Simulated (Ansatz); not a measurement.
# A computed series for BeTe: pressure series

Consider BeTe in the zinc blende structure (space group F-43m, No. 216).

```
CELL_PARAMETERS angstrom
      0.00000     2.77712     2.77712
      2.77712     0.00000     2.77712
      2.77712     2.77712     0.00000
ATOMIC_POSITIONS crystal
  Be 0.00000 0.00000 0.00000
  Te 0.25000 0.25000 0.25000
```

Cell and atoms are relaxed at each pressure.

Method: Kohn–Sham DFT with the LDA functional, run in Ansatz (a first-principles code) with PAW and 420 eV plane waves, no spin-orbit coupling.

| pressure (GPa) | band gap (eV) |
|---|---|
| -2 | 1.87 |
| -1 | 1.83 |
| 0 | 1.79 |
| 0.9 | ? |
| 2.1 | 1.71 |
| 4.5 | 1.63 |
| 9 | 1.49 |
| 15 | 1.33 |

**Question.** Fit E_g = E₀ + αP + βP² to the rows shown and predict the withheld row.

**Answer.** Least squares on the printed values gives E₀ = 1.79 eV, α = -38.1 meV/GPa, β = 0.49 meV/GPa² (largest residual 0.00 eV); this predicts 1.76 eV, and the run gives 1.76 eV, in agreement.

With Te present, leaving out spin-orbit coupling can change the band edges. Load acts through the strain it causes; cell and atoms are relaxed under it. No phonon test of stability was made. No other phases were tried under pressure.
